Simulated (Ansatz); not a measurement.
Cells marked so need not be the phases stable at ambient conditions, and some may be hypothetical.

No gap correction and no spin-orbit coupling; mid-gap values are interpolated between computed energies.

A. Ca₄Sb₂O (I4/mmm, not sure to be the ambient phase, 7 atoms a cell, 25.7 Å³ an atom, -2 GPa at this level), along the normal of (001)
B. NaTaO3 (P4/mbm, not sure to be the ambient phase, 10 atoms a cell, 11.9 Å³ an atom), along the normal of (110)
C. OsO₄ (I-42m, not sure to be the ambient phase, 5 atoms a cell, 17.1 Å³ an atom, -2 GPa at this level), along the normal of (110)
D. KSnSb (P6_3mc, not sure to be the ambient phase, 6 atoms a cell, 36.8 Å³ an atom), along the normal of (001)

**Question.** Rank these by mid-gap decay constant of the slowest evanescent state (highest first), as PBEsol (Ansatz, a first-principles code) gives it.

**Answer.** C (0.54 1/Å), B (0.25 1/Å), A (0.11 1/Å), D (0.05 1/Å)
